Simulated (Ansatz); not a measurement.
## Response to strain in Cu

Consider Cu in the fcc (Cu type) structure (space group Fm-3m, No. 225; relaxed with 0.1 eV smearing).

```
Cu
1.0
    0.00000     1.78838     1.78838
    1.78838     0.00000     1.78838
    1.78838     1.78838     0.00000
Cu
1
Direct
  0.00000   0.00000   0.00000
```

Cartesian axes are those of the cell as printed.

Strains are applied to the cell and any free atomic positions relax; under biaxial strain the out-of-plane vector relaxes too.

Computed with Kohn–Sham DFT with the r2SCAN functional, run in Ansatz (a program for electronic structure) with PAW and 500 eV plane waves, no SOC.

Notes on the quantities. energy relative to the base: free energy F; in-plane stress: mean in-plane stress (compression positive).

```csv
case,out-of-plane strain,energy relative to the base,in-plane stress
base,–,0 meV/atom,–
"biaxial strain −2.50 %, plane normal [111], relaxed out of plane",+1.77 %,+16 meV/atom,+9.4 GPa
"biaxial strain −1.67 %, plane normal [111], relaxed out of plane",+1.18 %,+6.8 meV/atom,+5.9 GPa
"biaxial strain −1.25 %, plane normal [111], relaxed out of plane",+0.88 %,?,?
"biaxial strain −0.83 %, plane normal [111], relaxed out of plane",+0.58 %,+1.6 meV/atom,+2.8 GPa
"biaxial strain −0.42 %, plane normal [111], relaxed out of plane",+0.29 %,+0.4 meV/atom,+1.4 GPa
```

Task: What belongs in the blanks?

Result: 
- biaxial strain −1.25 %, plane normal [111], relaxed out of plane, energy relative to the base: +3.7 meV/atom
- biaxial strain −1.25 %, plane normal [111], relaxed out of plane, in-plane stress: +4.3 GPa

No phonon test of stability was made. All final runs are without spin polarisation.
